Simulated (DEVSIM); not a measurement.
**abrupt Si p-n junction**

System: abrupt Si p-n junction, at 300 K.

```tsv
layer (left to right)	material	thickness (μm)	Nd (cm⁻³)	Na (cm⁻³)	τn (s)	τp (s)
1	Si	0.210	-	1.8e18	6.3e-7	6.3e-7
2	Si	54.0	9.1e15	-	6.3e-7	6.3e-7
```

Left contact: ohmic. Right contact: ohmic. Voltage is applied to the left contact. Recombination: SRH at mid-gap, radiative. Mobility is μmin + (μ − μmin)/(1 + (N/Nref)^α).

The device is made up for the run: typed textbook-type constants, with dimensions and the other settings drawn at random. Values at 300 K.

```
parameter           Si
-------------  -------
gap (eV)         1.124
affinity (eV)     4.05
permittivity      11.7
Nc (cm⁻³)      2.86e19
Nv (cm⁻³)       3.1e19
μn (cm²/Vs)       1417
μp (cm²/Vs)        470
μn,min              52
μp,min              45
Nref,n          9.7e16
Nref,p          2.2e17
αn                0.68
αp                0.72
B (cm³/s)      4.7e-15
```

Simulated with DEVSIM: 1D drift-diffusion, Boltzmann statistics, complete ionisation; no tunnelling, impact ionisation, image-force lowering or self-heating.

```yaml
potential_step_across_the_device_at_zero_bias: 0.842 V
largest_field_in_the_device_at_zero_bias: 82000 V/cm
Dark forward voltage at 1 A/cm²: 0.655 V
Dark forward voltage at 100 A/cm²: 0.863 V
```

Dark reverse current:

```
V (V)  J (A/cm²)
-----  ---------
-0.10    -5.7e-9
-0.25    -1.1e-8
-0.50    -1.9e-8
-0.75    -2.5e-8
-1.00    -3.1e-8
-1.50    -4.2e-8
-2.00    -5.1e-8
-2.50    -5.9e-8
-3.25    -6.9e-8
-4.00    -7.9e-8
-5.00    -9.1e-8
```

Dark forward current:

(V (V), J (A/cm²)): (0.05, 7.1e-9); (0.10, 2.6e-8); (0.15, 7.8e-8); (0.20, 2.4e-7); (0.25, 7.8e-7); (0.30, 3.0e-6); (0.35, 1.4e-5); (0.40, 7.6e-5); (0.45, 0.00047); (0.50, 0.0031); (0.55, 0.021); (0.60, 0.14); (0.65, 0.86); (0.70, 4.2); (0.75, 15); (0.80, 39); (0.85, 85); (0.90, 160); (0.95, 260); (1.00, 390); (1.05, 550); (1.10, 750); (1.15, 980); (1.20, 1200); (1.25, 1500); (1.30, 1900); (1.35, 2200)
